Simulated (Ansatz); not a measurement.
The starting structures come from a database of crystals and need not be the phases stable at ambient conditions.

Where the default PAW files enter, the runs use the earlier of Ansatz's two default sets.

By PBEsol, the system below comes out a metal.

The ballistic (Sharvin) conductance counts the channels at the Fermi level: G/A = (e²/h) × channels of both spins per area.

Given:

```
CELL_PARAMETERS angstrom
      4.59851     0.00000     0.00000
     -2.29926     3.98243     0.00000
      2.29926     1.32748     0.93867
ATOMIC_POSITIONS crystal
  Ti 0.00000 0.00000 0.00000
```

Space group of this cell: Im-3m, bcc (W type). The cell is taken as given; by PBEsol its mean pressure is -4.1 GPa.

The current flows along the normal of the first two printed cell vectors, the (111) plane of the conventional cell. No spin-orbit coupling; the value is a mean over 0.1 eV about the Fermi level.

Question: Compute, with PBEsol run with Ansatz (an electronic-structure program), the ballistic conductance per area.

Answer: 1.6 × 10¹⁵ S/m² for both spins.
